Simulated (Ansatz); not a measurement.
System: A15 Nb3Sn (cubic form, which distorts at low temperature). Method: PBEsol+SOC (PAW; Ansatz, a first-principles code).

Numerical settings: plane-wave cutoff 520 eV, 10×10×10 k mesh, Fermi–Dirac smearing 0.05 eV, PAW data made under PBE.

Pressure at four volumes; x = ln(V/18.174 Å³). One pressure is withheld.

```json
[
 {"V (Å³/atom)": "17.083", "x": "-0.0619", "P (GPa)": "12.39"},
 {"V (Å³/atom)": "18.174", "x": "0.0000", "P (GPa)": "0.01"},
 {"V (Å³/atom)": "18.901", "x": "0.0392", "P (GPa)": "-6.34"},
 {"V (Å³/atom)": "19.264", "x": "0.0582", "P (GPa)": "?"}
]
```

### Question
Pass a parabola P(x) through the three rows shown, estimate the bulk modulus and its pressure derivative near zero pressure, and predict the withheld pressure.

### Answer
Slopes between the rows: (0.01 − (12.39))/(0.0000 − (-0.0619)) = -200.00 and (-6.34 − (0.01))/(0.0392 − (0.0000)) = -161.99 GPa. Their difference over the span 0.1011 is c = 38.01/0.1011 = 376.0 GPa, so P(x) = 12.39 + (-200.00)(x − (-0.0619)) + 376.0 (x − (-0.0619))(x − (0.0000)). At the middle row B = −dP/dx = −[-200.00 + 376.0 × 0.0619] = 176.7 GPa, and B′ = dB/dP = 2c/B = 4.3. At x = 0.0582 the parabola gives -9.00 GPa; the run gives -9.06 GPa. The Birch–Murnaghan fit to the energies at all volumes has B0 = 176 GPa and B′ = 4.2.

Measured, for comparison: bulk modulus 165 GPa (4 K, no zero-point or thermal correction; as tabulated in Lu and Klein (1997), arXiv:cond-mat/9704251). Computed less measured: bulk modulus +7 %.

Note: symmetry holds this phase in the static calculation, where it need not be a minimum.
